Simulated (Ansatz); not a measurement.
The starting structures come from a database of crystals and need not be the phases stable at ambient conditions.

 Where the default PAW files enter, the runs use the earlier of Ansatz's two default sets.

Crystal: CsH (Pm-3m, CsCl type, not sure to be the ambient phase, 2 atoms a cell, 27.1 Å³ an atom); planes in its conventional cell.

These are r2SCAN (plane waves, PAW; Ansatz, a first-principles code) values and carry that method's errors.

The gap is the functional's own. No spin-orbit coupling. Mid-gap values are interpolated on the energy grid.

```tsv
plane	area of the cell (Å²)	mid-gap κ (1/Å)	largest κ in the gap (1/Å)
(001)	14.3	0.27	0.27
(110)	20.2	…	…
(111)	24.8	…	…
```

Question: The slowest decay depends on the direction. Supply the withheld values.

Answer: 
- (110), mid-gap κ (1/Å): 0.24
- (110), largest κ in the gap (1/Å): 0.25
- (111), mid-gap κ (1/Å): 0.24
- (111), largest κ in the gap (1/Å): 0.24
